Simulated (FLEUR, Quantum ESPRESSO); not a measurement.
A FLEUR input for a self-consistent single point of KI (Fm-3m, 2 atoms in the cell) (DFT, PBE, all-electron FLAPW (FLEUR), scalar-relativistic valence with spin-orbit coupling in second variation):

Input of the input generator:

```
KI crystal
&input film=f /
0.0000000000 3.5566050000 3.5566050000
3.5566050000 0.0000000000 3.5566050000
3.5566050000 3.5566050000 0.0000000000
1.8897261246
1.0 1.0 1.0

2
19 0.0000000000 0.0000000000 0.0000000000
53 0.5000000000 0.5000000000 0.5000000000

&comp jspins=1 /
&kpt div1=7 div2=7 div3=7 /
&soc 0.0 0.0 /
&end /
```

```xml
<?xml version="1.0" encoding="UTF-8" standalone="no"?>
<fleurInput fleurInputVersion="0.39">
   <comment>
      KI crystal                                                                                          
   </comment>
   <calculationSetup>
      <cutoffs Kmax="3.8" Gmax="15.2" GmaxXC="15.2" numbands="0"/>
      <scfLoop itmax="100" minDistance="0.00001" maxIterBroyd="99" imix="Anderson" alpha="0.05" precondParam="0.0" spinf="2.0"/>
      <coreElectrons ctail="T" frcor="F" kcrel="0" coretail_lmax="0"/>
      <xcFunctional name="pbe" relativisticCorrections="F"/>
      <magnetism jspins="1"/>
      <soc l_soc="T" theta="0.0" phi="0.0" spav="F"/>
      <expertModes spex="0" secvar="F"/>
      <geometryOptimization l_f="F" forcealpha="1.0" forcemix="BFGS" epsdisp="0.00001" epsforce="0.00001"/>
      <ldaU l_linMix="F" mixParam="0.05" spinf="1.0"/>
   </calculationSetup>
   <cell>
      <bzIntegration valenceElectrons="26.0" mode="hist" fermiSmearingEnergy="0.00183747">
         <kPointListSelection listName="default-1"/>
         <!-- k-points included here -->
         <xi:include xmlns:xi="http://www.w3.org/2001/XInclude" href="kpts.xml"> </xi:include>
      </bzIntegration>
      <!-- symmetry operations included here -->
      <xi:include xmlns:xi="http://www.w3.org/2001/XInclude" href="sym.xml"> </xi:include>
      <bulkLattice scale="1.0">
         <bravaisMatrix>
            <row-1>    0.0000000000000000     6.7210093833829818     6.7210093833829818</row-1>
            <row-2>    6.7210093833829818     0.0000000000000000     6.7210093833829818</row-2>
            <row-3>    6.7210093833829818     6.7210093833829818     0.0000000000000000</row-3>
         </bravaisMatrix>
      </bulkLattice>
   </cell>
   <atomSpecies>
      <species name="Potassium (K)" element="K" atomicNumber="19">
         <mtSphere radius="2.68" gridPoints="925" logIncrement="0.013"/>
         <atomicCutoffs lmax="10" lnonsphr="8"/>
         <electronConfig flipSpins="F">
            <coreConfig>(1s1/2) (2s1/2) (2p1/2) (2p3/2)</coreConfig>
            <valenceConfig>(3s1/2) (3p1/2) (3p3/2) (4s1/2)</valenceConfig>
            <stateOccupation state="(4s1/2)" spinUp="0.5" spinDown="0.5"/>
         </electronConfig>
         <energyParameters s="4" p="4" d="3" f="4"/>
         <lo type="SCLO" l="0" n="3" eDeriv="0"/>
         <lo type="SCLO" l="1" n="3" eDeriv="0"/>
      </species>
      <species name="Iodine (I)" element="I" atomicNumber="53">
         <mtSphere radius="2.68" gridPoints="925" logIncrement="0.014"/>
         <atomicCutoffs lmax="10" lnonsphr="8"/>
         <electronConfig flipSpins="F">
            <coreConfig>(1s1/2) (2s1/2) (2p1/2) (2p3/2) (3s1/2) (3p1/2) (3p3/2) (4s1/2) (3d3/2) (3d5/2) (4p1/2) (4p3/2)</coreConfig>
            <valenceConfig>(5s1/2) (4d3/2) (4d5/2) (5p1/2) (5p3/2)</valenceConfig>
            <stateOccupation state="(5p1/2)" spinUp="0.8333333333333" spinDown="0.8333333333333"/>
            <stateOccupation state="(5p3/2)" spinUp="1.6666666666667" spinDown="1.6666666666667"/>
         </electronConfig>
         <energyParameters s="5" p="5" d="5" f="4"/>
         <lo type="SCLO" l="2" n="4" eDeriv="0"/>
      </species>
   </atomSpecies>
   <atomGroups>
      <atomGroup species="Potassium (K)">
         <relPos label="                   1">.0000000000 .0000000000 .0000000000</relPos>
         <force calculate="T" relaxXYZ="TTT"/>
      </atomGroup>
      <atomGroup species="Iodine (I)">
         <relPos label="                   2">1.000/2.000 1.000/2.000 1.000/2.000</relPos>
         <force calculate="T" relaxXYZ="TTT"/>
      </atomGroup>
   </atomGroups>
   <output dos="F" band="F" slice="F">
      <checks vchk="F" cdinf="F"/>
      <bandDOS minEnergy="-.5*Htr" maxEnergy="0.5*Htr" sigma="0.015" storeEVData="T"/>
      <vacuumDOS vacdos="F" integ="F" star="F" nstars="0" locx1="0.0" locy1="0.0" locx2="0.0" locy2="0.0" nstm="0" tworkf="0.0"/>
      <unfoldingBand unfoldBand="F" supercellX="1" supercellY="1" supercellZ="1"/>
      <plotting iplot="0" polar="F">
         <plot TwoD="T" vec1="  1.0  0.0  0.0" vec2="  0.0  1.0  0.0" vec3="  0.0  0.0  1.0" zero="  0.0  0.0  0.0" file="plot"/>
      </plotting>
      <chargeDensitySlicing numkpt="0" minEigenval="0.0" maxEigenval="0.0" nnne="0" pallst="F"/>
      <specialOutput eonly="F"/>
      <magneticCircularDichroism mcd="F" energyLo="-10.0" energyUp="0.0"/>
   </output>
  <!-- We include the file relax.xml here to enable relaxations (see documentation) -->
  <xi:include xmlns:xi="http://www.w3.org/2001/XInclude" href="relax.xml"> <xi:fallback/> </xi:include>
</fleurInput>
```

**Question.** Give the Quantum ESPRESSO input for the same structure, mesh, smearing and functional.

**Answer.** This is the input that was run; spellings and numerical settings could be chosen otherwise.

```fortran
&CONTROL
 calculation = 'scf'
 prefix = 'pwscf'
 outdir = './out'
 pseudo_dir = './'
 tprnfor = .true.
 tstress = .true.
/
&SYSTEM
 ibrav = 0
 nat = 2
 ntyp = 2
 ecutwfc = 75
 occupations = 'smearing'
 smearing = 'fd'
 degauss = 0.0036749
 noncolin = .true.
 lspinorb = .true.
/
&ELECTRONS
 conv_thr = 1.0e-11
 mixing_beta = 0.4
/
ATOMIC_SPECIES
K     39.0983  K.upf
I    126.9045  I.upf
ATOMIC_POSITIONS {angstrom}
K     0.000000000    0.000000000    0.000000000
I     3.556605000    3.556605000    3.556605000
K_POINTS {automatic}
7 7 7  0 0 0
CELL_PARAMETERS {angstrom}
   0.000000000     3.556605000     3.556605000
   3.556605000     0.000000000     3.556605000
   3.556605000     3.556605000     0.000000000
```

Basis settings and potentials, where a program has them, do not carry over. This input uses DFT, PBE, spin-orbit coupling, plane waves, PseudoDojo fully relativistic norm-conserving (PBE) pseudopotentials. Both were run: gap on the mesh 3.638 eV in FLEUR and 3.596 in Quantum ESPRESSO.

On Quantum ESPRESSO: the starting cell comes from a database of computed structures (which also holds hypothetical and non-ambient phases and stackings), without a prior relaxation at this level. Its lattice was rescaled by a random factor within 2.5 % of one.

On FLEUR: the starting cell comes from a database of computed structures (which also holds hypothetical and non-ambient phases and stackings), without a prior relaxation at this level. Its lattice was rescaled by a random factor within 2.5 % of one. Values depend on the basis (sphere radii, cutoffs, local orbitals), which need not be converged.
